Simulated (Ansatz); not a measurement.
Base system: Si in the diamond structure (space group Fd-3m, No. 227).

```xyz
2
Lattice="0.0000 2.7010 2.7010 2.7010 0.0000 2.7010 2.7010 2.7010 0.0000" Properties=species:S:1:pos:R:3 pbc="T T T"
Si     0.0000     0.0000     0.0000
Si     1.3505     1.3505     1.3505
```

Cartesian axes are those of the cell as printed.

Computed with LDA/PAW in Ansatz (an electronic-structure program), spin-orbit coupling left out.

Strains are applied to the cell and any free atomic positions relax; under biaxial strain the out-of-plane vector relaxes too.

One change was made to it. Results:

The volume per atom increases by 0.57 Å³, from 19.71 Å³ to 20.28 Å³; the band gap changes from 0.45 eV to zero; the pressure (mean of the normal stresses, compression positive) goes from zero to -2.7 GPa; the energy increases by 13 meV/atom.

**Question.** What was done to the base?
A. biaxial strain +2.50 %, plane normal [001], relaxed out of plane
B. biaxial strain +1.50 %, plane normal [001], relaxed out of plane
C. biaxial strain −2.00 %, plane normal [001], relaxed out of plane

**Answer.** A, biaxial strain +2.50 %, plane normal [001], relaxed out of plane. For comparison, the band gap in the other runs: biaxial strain −2.00 %, plane normal [001], relaxed out of plane gives 0.21 eV; biaxial strain +1.50 %, plane normal [001], relaxed out of plane gives 0.19 eV.

No phonon test of stability was made. Gaps under 0.05 eV, about the width of the smearing, are given as zero. A zero or small gap of Si under biaxial strain +2.50 %, plane normal [001], relaxed out of plane, Si under biaxial strain −2.00 %, plane normal [001], relaxed out of plane and Si under biaxial strain +1.50 %, plane normal [001], relaxed out of plane can be the functional's error rather than a property of the material.
